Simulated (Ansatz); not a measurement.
The parent structure is HfC in the rock salt structure (space group Fm-3m, No. 225; relaxed with 0.1 eV smearing).

```
CELL_PARAMETERS angstrom
      0.00000     2.32030     2.32030
      2.32030     0.00000     2.32030
      2.32030     2.32030     0.00000
ATOMIC_POSITIONS crystal
  C  0.00000 0.00000 0.00000
  Hf 0.50000 0.50000 0.50000
```

Computed with r2SCAN, PAW, 500 eV (Ansatz, a program for electronic structure; no spin-orbit coupling).

For the base:

| Property | Value |
|---|---|
| Band gap | zero |
| Pressure | 0.0 GPa |

It is then changed as follows: the cell is scaled by 0.9955 in all directions, atoms relaxed at fixed cell.

Q: Estimate the effect on the band gap.

A: The band gap stays zero.

Q: Estimate the effect on the energy relative to the base.

A: The energy increases by 1.8 meV/atom.

Q: How does this affect the pressure?

A: The pressure goes from zero to 3.4 GPa.

The cells carry an imposed strain or load. No phonon test of stability was made. The final runs are not spin-polarised.
